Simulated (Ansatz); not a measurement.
Functionals compared on N on the 1x1 (0001) surface of hcp Ru, one in a 2x2 cell, started at the site 'hollow Ru-Ru-Ru over Ru at depth 2.1 Å', in Ansatz (plane waves, PAW). The structure was relaxed with PBE; the other rows are single points on it, each with its references at the same level. Cutoff 420 eV (500 eV for r2SCAN).

Set-up: 17 atoms, 6.3 Å thick at the start under the adsorbate (thin: gaps and levels are the slab's own); mesh 6x6x1; 0.1 eV smearing; dipole correction on; 8 atoms held, the rest relaxed; start symmetry kept, larger cells not searched; no spin, no spin-orbit, no U, no dispersion correction. At the end it is bonded to 3 Ru. In PBE it is, or lies within 0.03 eV of, the lowest of the starts that converged. These notes are the PBE run's. Adsorption energies are against ½ N2(g). A negative adsorption energy means that the adsorbate is more stable on the surface than in its reference.

```json
[
 {"functional": "PBE", "adsorption energy (eV)": "-0.92", "work function of the top face (eV)": "5.30", "change of the work function (eV)": "0.30", "rough cost of the single point": "–"},
 {"functional": "RPBE", "adsorption energy (eV)": "-0.63", "work function of the top face (eV)": "5.13", "change of the work function (eV)": "0.31", "rough cost of the single point": "around 80 core-seconds (rough)"},
 {"functional": "r2SCAN", "adsorption energy (eV)": "-1.10", "work function of the top face (eV)": "5.34", "change of the work function (eV)": "0.34", "rough cost of the single point": "around 2.4 core-minutes (rough)"}
]
```

Ansatz is a quantum-chemistry and plane-wave program.
